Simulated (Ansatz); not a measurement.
A self-consistent single point of LuAu4 (I4, 5 atoms in the cell) with Ansatz (a program for electronic structure)

Computed with LDA (PW92), default PAW files made with PBE (plane waves; Ansatz).

Input as run:

Ansatz 0.2 input:
```yaml
crystal:
  lattice:
    - [-3.33299100, 3.33299100, 2.06012600]
    - [3.33299100, -3.33299100, 2.06012600]
    - [3.33299100, 3.33299100, -2.06012600]
  atoms:
    - { symbol: Lu, position: [0.01213500, 0.01213500, 0.00000000] }
    - { symbol: Au, position: [0.20015000, 0.39883000, 0.59898000] }
    - { symbol: Au, position: [0.79985000, 0.60117000, 0.40102000] }
    - { symbol: Au, position: [0.39883000, 0.79985000, 0.19868000] }
    - { symbol: Au, position: [0.60117000, 0.20015000, 0.80132000] }
basis:
  ecutwfc: 420.0
kpoints:
  mp_grid: { grid: [5, 5, 5] }
hamiltonian:
  xc: lda
  pseudopotentials: { kind: paw }
scf:
  occupations: { method: fermi_dirac, width: 0.1 }
output:
  forces: true
  eigenvalues: true
  stress: true
```

Output (repeated stretches shortened):

```
WARN ansatz: RAYON_NUM_THREADS=1 ignored (pool sized by the plan → 1); use --threads N
Pseudopotentials: kind: paw
Pseudopotential: Lu, paw, valence charge 25
Pseudopotential: Au, paw, valence charge 19
Crystal: 5 atoms, lattice volume = 91.542 Å³
Basis set: ecut = 420 eV, 1783 PW (Γ)
Bands: 61, of which v1, the nominal top of the filled ones, is band 51 counted from 1 (50 counted from 0)
Symmetry: 4 space group operations
Space group: I4 (ITA 79), of the structure as read, at distance tolerance 4.5e-5 Å
k-points: 21 of 125 (time reversal used)
PAW frozen core: Lu, regenerated for the run's functional, and the local potential with it
PAW frozen core: Au, regenerated for the run's functional, and the local potential with it
Initial density: superposition of atomic densities (neutral atoms: chi_scale 0, normalization atom), corrected by the library's trained network
Initial wavefunctions: pseudopotential atomic-orbital guess
Eigensolver: davidson
Functional: x = slater, c = lda
SCF iter   1: F=—  HF=-65955.875899 eV  |F-HF|=—  |Δ(HF+E_count)|=         —  Δρ=7.28e-3  dr2=4.57e-2  ethr=1.77e-3  ⟨swp⟩=5.5  Hψ=5570  notcnv=0  defer=6
all-band conjugate gradients solve this SCF's bands
preconditioner: auto → Kerker (q_TF=auto, 2.773 Å⁻¹)
SCF iter   2: F=—  HF=-65955.864392 eV  |F-HF|=—  |Δ(HF+E_count)|=   1.15e-2  Δρ=3.44e-3  dr2=8.11e-3  ethr=4.52e-5  ⟨swp⟩=2.0  Hψ=2569  notcnv=0  defer=16
SCF iter   3: F=—  HF=-65955.862684 eV  |F-HF|=—  |Δ(HF+E_count)|=   1.71e-3  Δρ=9.40e-4  dr2=5.37e-4  ethr=8.03e-6  ⟨swp⟩=2.0  Hψ=1904  notcnv=0  defer=16
SCF iter   4: F=—  HF=-65955.862326 eV  |F-HF|=—  |Δ(HF+E_count)|=   3.58e-4  Δρ=6.37e-4  dr2=2.10e-4  ethr=5.31e-7  ⟨swp⟩=3.0  Hψ=2474  notcnv=0  defer=16
SCF iter   5: F=—  HF=-65955.862242 eV  |F-HF|=—  |Δ(HF+E_count)|=   8.36e-5  Δρ=2.50e-4  dr2=4.81e-5  ethr=2.07e-7  ⟨swp⟩=2.1  Hψ=2206  notcnv=0  defer=16
SCF iter   6: F=—  HF=-65955.862209 eV  |F-HF|=—  |Δ(HF+E_count)|=   3.36e-5  Δρ=9.06e-5  dr2=4.95e-6  ethr=4.76e-8  ⟨swp⟩=2.0  Hψ=2241  notcnv=0  defer=16
SCF iter   7: F=—  HF=-65955.862207 eV  |F-HF|=—  |Δ(HF+E_count)|=   1.79e-6  Δρ=1.50e-5  dr2=1.59e-7  ethr=4.90e-9  ⟨swp⟩=2.2  Hψ=2317  notcnv=0  defer=16
SCF iter   8: F=-65955.862207 eV  HF=-65955.862207 eV  |F-HF|=2.98e-9  |Δ(HF+E_count)|=   6.53e-8  Δρ=2.90e-6  dr2=5.71e-9  ethr=9.90e-11  ⟨swp⟩=12.4  Hψ=8421  notcnv=0
SCF 1 converged in 8 iterations: F = -65955.862207 eV  dr2 = 5.71e-9
SCF converged after 8 iterations
Free energy (F): -65955.862207 eV
Harris-Foulkes:  -65955.862207 eV  (|F-HF|=2.98e-9)
Internal energy: -65955.821335 eV  (E = F + TS)
E sigma→0 (E₀):  -65955.841771 eV
Entropy (-TS):   -0.040872 eV (-8.174 meV/atom)
Fermi energy:    19.512451 eV
--- Per-component energies (eV) ---
  E_band       = -789.928252
  E_kinetic    = 2840.160318
  E_local      = -13052.299595  (includes V_loc(G=0)·N_el)
  E_nonlocal   = 907.237712
  E_hartree    = 5498.771841
  E_xc         = -1125.946402
  E_vxc        = -1361.471267  (∫ρ·V_xc dr)
  E_paw        = -44827.681258  (= ΣΔE_a)
  E_vpaw       = -1121.104233  (= ΣTr[D̂ρ^β])
  E_aug_tail   = 0.005109  (compensation charges beyond the density's cutoff)
  E_ewald      = -16200.478567
  E_core_change = 4.409506  (= ΣΔE_core)
  E_smearing   = -0.040872  (= −TS)
  E_closure    = -0.000000  (closes the sum)
  Σ components = -65955.862207   (vs F -65955.862207, Δ=0.00e0)
--- Forces (eV/Å), atoms counted from 1 ---
  atom   1  Lu     0.00000000     0.00000000    -0.37640129
  atom   2  Au     0.00097584    -0.01742544     0.09409398
  atom   3  Au    -0.00097584     0.01742544     0.09409398
  atom   4  Au     0.01742544     0.00097584     0.09409398
  atom   5  Au    -0.01742544    -0.00097584     0.09409398
  max |Σ_I F_I| component: 2.54e-5 eV/Å
--- Stress (GPa, compression-positive) ---
       -6.996635      -0.000000       0.000000
        0.000000      -6.996635       0.000000
        0.000000       0.000000      -5.941788
  P = ⅓ Tr σ = -6.6450 GPa (-66.450 kbar)
  The stress holds the Pulay correction. Without it, at fixed plane waves, as pw.x and ABINIT print it: P = -6.6888 GPa
--- Band table (eV; the first three rows and the last of 21) ---
  k-point 0: bands = ["-86.3612", "-86.3534", "-86.3532", "-86.3532", "-37.7191", "-37.7132", "-37.7066", "-37.7066", "-37.6748", "-37.6748", "-37.6740", "-37.6483", "-37.6400", "-37.6019", "-37.5853", "-37.5853", "-36.4037", "-7.1646", "-7.1646", [...]
  k-point 1: bands = ["-86.3606", "-86.3546", "-86.3531", "-86.3527", "-37.7254", "-37.7126", "-37.7070", "-37.6967", "-37.6903", "-37.6746", "-37.6559", "-37.6456", "-37.6383", "-37.6048", "-37.5942", "-37.5853", "-36.4028", "-7.1686", "-7.1636", [...]
  k-point 2: bands = ["-86.3593", "-86.3562", "-86.3529", "-86.3527", "-37.7314", "-37.7182", "-37.7008", "-37.6937", "-37.6890", "-37.6737", "-37.6427", "-37.6405", "-37.6307", "-37.6142", "-37.6118", "-37.5851", "-36.4013", "-7.1750", "-7.1619", [...]
  k-point 20: bands = ["-86.3574", "-86.3560", "-86.3549", "-86.3527", "-37.7382", "-37.7156", "-37.7035", "-37.6981", "-37.6798", "-37.6493", "-37.6420", "-37.6380", "-37.6283", "-37.6259", "-37.6223", "-37.5930", "-36.3992", "-7.1717", "-7.1715", [...]
```

The run converged in 8 iterations.

The starting cell comes from a database of computed structures (which also holds hypothetical and non-ambient phases and stackings), without a prior relaxation at this level. Its lattice was rescaled by up to half a per cent. One atom was moved a little off its site on purpose. Spin-orbit coupling is off. With a pressure of about -7 GPa the cell is away from its equilibrium volume at this level. Ansatz's pressure includes its estimate of the finite-basis (Pulay) stress.
